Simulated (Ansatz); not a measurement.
## wurtzite AlN: the defect V_Al+Si_Al

The numbers are results of PBE, PAW (plane waves to 420 eV; Ansatz, a first-principles code), not measurements. The supercell holds 96 host sites (3×2×2 repeats of the unit cell), with a 2×2×2 shifted k-point sampling for the final energies. Sites at the start: the Al site; Al 3.13 Å away. Finite-size correction: monopole term and site-potential alignment. Dielectric constants: PBE linear response of the host. Host gap at this level: 4.03 eV. A cell of this size leaves errors of a few tenths of an eV. The semilocal functional narrows the gap, so deep levels can fall outside it. Spin–orbit coupling is left out. Each state is the lowest found from its start.

Formation energies E_f are given with the Fermi level at the valence-band maximum. Chemical conditions: N-rich (Δμ(Al) = -2.74 eV, Δμ(Si) = -2.47 eV, bounded by beta Si3N4; only phases computed here count, gases as isolated molecules at 0 K). Reference phases: Al: fcc Al, Si: silicon.

```
charge         moment (μB)  largest move off a lattice site (Å)  image correction with alignment (eV)  E_f, N-rich (eV)  above the lowest spin state (eV)
------  ------------------  -----------------------------------  ------------------------------------  ----------------  --------------------------------
0                      2.0                                 0.26                                  0.02              4.98                              0.00
0       not spin-polarised                                 0.27                                  0.00              5.34                              0.36
−1                     1.0                                 0.28                                  0.42              6.16                              0.00
−1                     1.0                                 0.28                                  0.42              6.16                              0.00
−2                     0.0                                 0.29                                  1.25              8.11                              0.00
−2      not spin-polarised                                 0.29                                  1.25              8.11                              0.00
```

Starting moments that weren't kept: charge −1 began with 3 μB and ended with 1.0; charge −2 began with 2 μB and ended with 0.0.

Transition levels above the valence-band maximum: ε(0/−1) = 1.19 eV; ε(−1/−2) = 1.95 eV. On the lower envelope of the bound states, inside the gap: (0/−1) at 1.19 eV; (−1/−2) at 1.95 eV.

Flagged in the runs: a host whose relaxation on this sampling wasn't shown to rest.

All states together cost very roughly 2.8 core-hours.
